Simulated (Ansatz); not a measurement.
CuI: pressure series

Start from CuI in the zinc blende structure (space group F-43m, No. 216; a = 6.079 Å).

Cell and atoms are relaxed at each pressure.

Computed with Ansatz (a quantum-chemistry and plane-wave program), PBE, PAW, cutoff 420 eV, without spin-orbit coupling.

| P (GPa) | V (Å³/atom) |
|---|---|
| -1.99 | 29.813 |
| -1.00 | 28.865 |
| 1.80 | 26.942 |
| 4.21 | 25.762 |
| 9.00 | 24.065 |
| 18.01 | 21.994 |
| 30.01 | 20.228 |
| 45.01 | 18.738 |
| 60.01 | 17.658 |

Fit a third-order Birch–Murnaghan equation of state.

Least squares on P(V) = (3B₀/2)[(V₀/V)^(7/3) − (V₀/V)^(5/3)]·[1 + (3/4)(B₀′ − 4)((V₀/V)^(2/3) − 1)] gives V₀ = 28.08 Å³/atom, B₀ = 40 GPa and B₀′ = 5.0.

Measured bulk modulus of CuI: 36.6 GPa (temperature not stated; as listed in Abhijith M. Gopakumar et al., Physical Chemistry Chemical Physics (2017)); the computed value is for a static lattice, so the two differ by thermal effects too.

Between the base and pressure 4.2 GPa the gap moves from 1.10 eV to 1.34 eV, a mean slope of 57 meV/GPa.

With I present, leaving out spin-orbit coupling can change the band edges. Load acts through the strain it causes; cell and atoms are relaxed under it. No phonon test of stability was made. Tetrahedral semiconductors of this kind turn to denser phases somewhere between about 1 and 50 GPa; those were not computed, so compressed cells here can lie past the real transition. All final runs are without spin polarisation.
